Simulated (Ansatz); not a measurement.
Band structure of HfAu2 (I4/mmm, 3 atoms in the cell).

```xyz
3
Lattice="-1.7301 1.7301 4.2513 1.7301 -1.7301 4.2513 1.7301 1.7301 -4.2513" Properties=species:S:1:pos:R:3 pbc="T T T"
Hf     0.0000     0.0000     0.0000
Au     0.0000     0.0000     5.6742
Au     0.0000     0.0000     2.8284
```

Method: LDA (PW92), PAW files made with PBE (plane waves; Ansatz, a program for electronic structure).

Settings: basis.ecutwfc = 420 eV; kpoints.mp_grid.grid = 11 11 11; hamiltonian.xc = lda; hamiltonian.pseudopotentials = {kind: paw} (an earlier, softer set of the program's PAW files); scf.occupations.method = fermi_dirac; scf.occupations.width = 0.1 eV; kpoints.band_path.npoints = 8.

The starting cell comes from a database of computed structures (which also holds hypothetical and non-ambient phases and stackings), without a prior relaxation at this level. Its lattice was rescaled by a random factor within 2.5 % of one. Spin-orbit coupling is off.

Levels in eV from the Fermi level, bands 29 to 36:
```csv
point,29,30,31,32,33,34,35,36
Γ,-5.44,-4.09,-2.48,0.13,0.33,0.33,1.65,3.17
X,-4.47,-4.02,-2.82,-1.79,0.89,0.99,1.46,4.10
Y,-4.40,-4.06,-3.26,-1.41,0.89,1.54,2.05,3.28
S,-4.01,-3.85,-3.34,-3.06,0.63,1.22,1.37,3.10
Z,-4.94,-4.63,-3.67,-0.12,2.49,2.49,2.52,3.38
S1,-4.01,-3.85,-3.34,-3.06,0.63,1.22,1.37,3.10
N,-4.22,-3.96,-3.24,-0.41,-0.39,1.21,1.72,3.23
P,-4.47,-3.88,-2.49,-2.49,-0.05,2.86,2.86,3.72
Y1,-4.40,-4.06,-3.26,-1.41,0.89,1.54,2.05,3.28
```

Bands cross the Fermi level along this path, so the cell is metallic at this level.

Keys are those of Ansatz 0.2.
